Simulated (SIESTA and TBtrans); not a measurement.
## Ge chain with one N atom inserted

Junction: Ge chain with one N atom inserted. Leads: straight Ge chain, spacing 2.28 Å. Geometry: 3 atoms about the centre moved by SIESTA (PBE, DZP) to a largest force of 0.04 eV/Å, all others as built, motion along the axis alone.

SIESTA and TBtrans, PBE, DZP numerical orbitals (energy shift 0.15 eV), PseudoDojo norm-conserving scalar-relativistic potentials, mesh cutoff 200 Ry, 300 K, spin-polarised (collinear), no spin-orbit coupling; Hamiltonian of a periodic supercell, shifted onto the leads' potential, zero bias.

- Conductance at 300 K (G0 = 2e²/h): 2.05
- Mean T from −0.5 to 0.5 eV: 1.99

Energies count from the leads' Fermi level. Transmissions are for each spin. The energy step is 0.01 eV; narrower resonances are cut or missed.

```csv
E (eV),T up,T down,lead channels up,down
-2.00,0.91,0.91,1,1
-1.90,0.88,0.88,1,1
-1.80,0.85,0.86,1,1
-1.70,0.83,0.83,1,1
-1.60,0.81,0.81,1,1
-1.50,0.78,0.78,1,1
-1.40,0.76,0.76,1,1
-1.30,0.77,0.76,3,3
-1.20,0.83,0.82,3,3
-1.10,0.90,0.88,3,3
-1.00,0.97,0.96,3,3
-0.90,1.07,1.05,3,3
-0.80,1.19,1.16,3,3
-0.70,1.33,1.29,3,3
-0.60,1.48,1.42,3,3
-0.50,1.62,1.56,3,3
-0.40,1.75,1.70,3,3
-0.30,1.85,1.82,3,3
-0.20,1.93,1.92,3,3
-0.10,1.99,2.00,3,3
0.00,2.03,2.07,3,3
0.10,2.06,2.11,3,3
0.20,2.09,2.15,3,3
0.30,2.11,2.17,3,3
0.40,2.12,2.19,3,3
0.50,2.14,2.20,3,3
0.60,2.15,2.20,3,3
0.70,2.17,2.21,3,3
0.80,2.19,2.22,3,3
0.90,2.20,2.22,3,3
1.00,2.22,2.22,3,3
1.10,2.23,2.23,3,3
1.20,2.24,2.23,3,3
1.30,2.24,2.23,3,3
1.40,2.25,2.23,3,3
1.50,2.25,2.23,3,3
1.60,2.25,2.23,3,3
1.70,2.24,2.23,3,3
1.80,2.24,2.22,3,3
1.90,2.23,2.21,3,3
2.00,2.21,2.20,3,3
```

Moments were seeded on the central atoms alone, and one start was tried. The straight chain is held at its spacing; free chains may zigzag or dimerise.
